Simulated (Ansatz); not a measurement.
Base system: Nb in the bcc (W type) structure (space group Im-3m, No. 229; a = 3.304 Å; relaxed with 0.1 eV smearing). Axes: x, y, z lie along the cube axes.

Method: r2SCAN in Ansatz (plane waves to 500 eV, PAW, without spin-orbit coupling).

Strains are applied to the cell and any free atomic positions relax; under biaxial strain the out-of-plane vector relaxes too.

One change was made to it. Results:

The energy rises by 9.6 meV/atom; the pressure (mean of the normal stresses, compression positive) goes from zero to -2.7 GPa.

What was done to the base?
(A) biaxial strain +1.00 %, plane normal [001], relaxed out of plane
(B) biaxial strain +1.50 %, plane normal [001], relaxed out of plane
(C) biaxial strain +0.50 %, plane normal [001], relaxed out of plane
(D) biaxial strain +2.50 %, plane normal [001], relaxed out of plane
(E) biaxial strain +2.00 %, plane normal [001], relaxed out of plane

E, biaxial strain +2.00 %, plane normal [001], relaxed out of plane. For comparison, the energy relative to the base in the other runs: biaxial strain +1.50 %, plane normal [001], relaxed out of plane gives +5.6 meV/atom; biaxial strain +1.00 %, plane normal [001], relaxed out of plane gives +2.6 meV/atom; biaxial strain +2.50 %, plane normal [001], relaxed out of plane gives +15 meV/atom; biaxial strain +0.50 %, plane normal [001], relaxed out of plane gives +0.7 meV/atom.

No phonon test of stability was made. All final runs are without spin polarisation.

Ansatz is an electronic-structure program.
